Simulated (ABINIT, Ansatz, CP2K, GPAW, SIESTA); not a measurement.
Code comparison for CsPbBr₃ (Pm-3m, 5 atoms in the cell)

Band-structure calculation.

```yaml
crystal:
  lattice:
    - [6.07653, 0.00000, 0.00000]
    - [0.00000, 6.07653, 0.00000]
    - [0.00000, 0.00000, 6.07653]
  atoms:
    - { symbol: Cs, position: [0.00000, 0.00000, 0.00000] }
    - { symbol: Pb, position: [0.50000, 0.50000, 0.50000] }
    - { symbol: Br, position: [0.50000, 0.50000, 0.00000] }
    - { symbol: Br, position: [0.00000, 0.50000, 0.50000] }
    - { symbol: Br, position: [0.50000, 0.00000, 0.50000] }
```

Shared settings, as Ansatz (an electronic-structure program) writes them: kpoints.mp_grid.grid = 5 5 5; scf.occupations.method = fermi_dirac; scf.occupations.width = 0.01 eV. Potentials and cutoffs stand in the table.

| code | model | gap along the path (eV) | smallest direct gap (eV) | cutoff |
|---|---|---|---|---|
| SIESTA | GGA PBE, numerical atomic orbitals DZP, PseudoDojo PBE standard norm-conserving potentials (rewritten from UPF to PSML) | 1.86 | 1.86 | grid 300 Ry |
| GPAW | PBE, GPAW PAW datasets PBE (gpaw-data 1.0.1) | 1.85 | 1.85 | 600 eV |
| ABINIT | PBE, PAW (JTH v2.0 PBE PAW) | 1.90 | 1.90 | 21 Ha |
| CP2K | PBE, GPW, DZVP-MOLOPT-SR-GTH basis, GTH-PBE potentials (GTH_POTENTIALS) | 1.98 | 1.98 | grid 500 Ry |
| Ansatz | PBE, default PAW files | 1.90 | 1.90 | default |

On Ansatz's run: spin-orbit coupling is off.

The spread over the programs that give each value: gap along the path within 0.13 eV; smallest direct gap within 0.13 eV.

SIESTA and CP2K use small atom-centred bases, whose incompleteness enters pressures, forces and empty levels differently from a plane-wave cutoff.

The starting cell comes from a database of computed structures (which also holds hypothetical and non-ambient phases and stackings), without a prior relaxation at this level. Its lattice was rescaled by a random factor within 2.5 % of one.

Left out of this page: Quantum ESPRESSO, Elk and FLEUR (not drawn, or without a comparable value).

Keys are those of Ansatz 0.2.
